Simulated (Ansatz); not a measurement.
Partial pair distribution functions of a relaxed model of amorphous Hf18O38Sn, broadened by 0.06 Å; density 8.84 g/cm³. Calculation: PBE, scalar-relativistic without spin-orbit coupling (plane waves to 420 eV, PAW; Ansatz, an electronic-structure program).

A CHGNet melt-quench gave the starting glass, which DFT then relaxed. O atoms were pushed apart under 1.9 Å during the dynamics, to hinder bonds among them. The hot cell started wider than the set density and was brought back towards it in steps. It is the lowest in DFT energy of 2 quenches. It is a model cell: composition and starting density were chosen by hand, and all elements were melted together. No dispersion term was used. Its density started from a set value of 8.84 and ended at 8.84 g/cm³. The simulated quench (nominally 380 K/ps over its main leg) is rapid and tends to freeze in more defects than a deposited or slowly cooled glass has. A cell of this size samples the disorder only roughly. The volume was held where the preparation left it and the shape relaxed, at a PBE pressure of -3.6 GPa (tension). Stress components on the final sampling reach 3.7 GPa.

```csv
r (Å),g Hf-O,g O-Sn,g Hf-Hf,g O-O
1.75,0.00,0.00,0.00,0.00
1.85,0.22,0.04,0.00,0.00
1.95,2.20,1.98,0.00,0.00
2.05,6.40,9.56,0.00,0.00
2.15,5.94,8.15,0.00,0.00
2.25,3.68,1.44,0.00,0.01
2.35,1.96,0.03,0.00,0.13
2.45,0.41,0.00,0.00,0.43
2.55,0.04,0.00,0.00,1.56
2.65,0.13,0.00,0.00,2.61
2.75,0.14,0.00,0.00,2.94
2.85,0.06,0.00,0.00,2.29
2.95,0.01,0.00,0.00,2.04
3.05,0.10,0.16,0.14,1.58
3.15,0.40,1.00,0.90,1.53
3.25,0.50,0.38,2.23,0.92
3.35,0.47,0.11,2.76,0.70
3.45,0.41,0.90,2.15,0.69
3.55,0.59,1.15,1.99,0.87
3.65,0.77,0.34,2.54,0.92
3.75,0.87,0.14,2.18,0.74
3.85,0.94,0.70,2.73,0.84
3.95,1.34,1.02,1.89,0.92
4.05,1.29,2.45,1.67,0.94
4.15,1.41,0.99,0.86,1.06
4.25,1.37,0.82,0.56,1.00
4.35,1.26,2.23,0.72,0.80
```

Within 2.88 Å each Hf has 6.33 O neighbours on average.
